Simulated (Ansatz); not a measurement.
**CuCl in the zinc blende structure (space group F-43m, No. 216)**

```cif
data_ClCu
_chemical_formula_sum 'Cu1 Cl1'
_space_group_name_H-M_alt 'P 1'
_space_group_IT_number 1
_cell_length_a 3.74039
_cell_length_b 3.74039
_cell_length_c 3.74039
_cell_angle_alpha 60.000
_cell_angle_beta 60.000
_cell_angle_gamma 60.000
loop_
_space_group_symop_operation_xyz
  'x, y, z'
loop_
_atom_site_label
_atom_site_type_symbol
_atom_site_fract_x
_atom_site_fract_y
_atom_site_fract_z
_atom_site_occupancy
Cu1 Cu 0.00000 0.00000 0.00000 1
Cl1 Cl 0.25000 0.25000 0.25000 1
```

Method: plane-wave PAW DFT at the PBEsol level (Ansatz, a first-principles code, 420 eV), no SOC. Settings: 11×11×11 k-points, 0.05 eV Fermi–Dirac smearing.

| Property | Result |
|---|---|
| Volume per atom | 18.50 Å³ |
| Density | 4.44 g/cm³ |
| Band gap | 0.55 eV, direct at Γ |
| Electron mass | 0.20 mₑ |
| Hole mass (degenerate bands, along [100]) | 0.34, 1.3, 1.3 mₑ |
| Lowest conduction-band minima above the VBM | Γ 0.55 eV |
| Total energy | -3825.158 eV/atom (σ→0; compares only within this code and set-up) |

Effective masses come from finite differences of ±0.01 Å⁻¹. Stability against distortions was not tested. No Hubbard U is applied. The final runs are not spin-polarised.
